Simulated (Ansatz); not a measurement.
Start from Be in the hcp (Mg type) structure (space group P6_3/mmc, No. 194; a = 2.255 Å, c = 3.558 Å; relaxed with 0.1 eV smearing). Axes: x lies along a and z along c of the hexagonal cell.

Level of theory: PBEsol (Ansatz, a first-principles code), no SOC.

One thing is altered: uniaxial strain ε_zz = −2.50 %, all other strain components held at zero; the atoms relax in the strained cell.

Task: Predict the stress tensor and what it implies for the stiffness.

Result: Stress of the strained cell less that of the base (GPa, compression positive):
```
    0.4     0.0     0.0
    0.0     0.4     0.0
    0.0     0.0    10.2
```

Then −Δσ_ii/ε with ε = -0.0250 gives secant stiffness values (nonlinear terms included at this strain): C33 ≈ 410 GPa, C13 ≈ 15 GPa and C23 ≈ 15 GPa.

As a check, the harmonic strain energy −½ V₀ Δσ:ε is 6.3 meV/atom; the computed energy rise is 6.1 meV/atom.

Whether these cells are dynamically stable was not tested.
